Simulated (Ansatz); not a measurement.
Base system: MoSi$_{2}$ (space group I4/mmm, No. 139; a = 3.202 Å, c = 7.819 Å). Axes: x, y, z lie along a, b, c of the conventional cell.

Method: r2SCAN (Ansatz, a first-principles code), spin-orbit coupling left out.

Strains are applied to the cell and any free atomic positions relax; under biaxial strain the out-of-plane vector relaxes too.

One change was made to it. Results:

| quantity | base | after |
|---|---|---|
| energy relative to the base (free energy F) | 0 meV/atom | +15 meV/atom |
| pressure (mean of the normal stresses, compression positive) | 0.0 GPa | 0.9 GPa |
| band gap | zero | zero |

Task: Which change produced these results?
A. biaxial strain +3.58 %, plane normal [001], relaxed out of plane
B. strain tensor (xx, yy, zz, yz, xz, xy) = (+2.37, −0.91, +1.06, +0.19, −0.37, −0.94) %
C. biaxial strain +1.82 %, plane normal [001], relaxed out of plane
D. biaxial strain +1.43 %, plane normal [001], relaxed out of plane
E. strain tensor (xx, yy, zz, yz, xz, xy) = (+1.79, −1.59, −0.41, −0.78, +0.91, −0.88) %

Result: E, strain tensor (xx, yy, zz, yz, xz, xy) = (+1.79, −1.59, −0.41, −0.78, +0.91, −0.88) %. For comparison, the pressure in the other runs: biaxial strain +1.43 %, plane normal [001], relaxed out of plane gives -4.5 GPa; biaxial strain +1.82 %, plane normal [001], relaxed out of plane gives -5.6 GPa; strain tensor (xx, yy, zz, yz, xz, xy) = (+2.37, −0.91, +1.06, +0.19, −0.37, −0.94) % gives -5.1 GPa; biaxial strain +3.58 %, plane normal [001], relaxed out of plane gives -10.2 GPa.

The mesh was chosen for an insulator and is coarse for the gapless case. Without a gap, meshes like the base's 14×14×14 leave anisotropic stresses uncertain by several tenths of a GPa, and small strain energies with them. No phonon test of stability was made. The final runs are not spin-polarised.
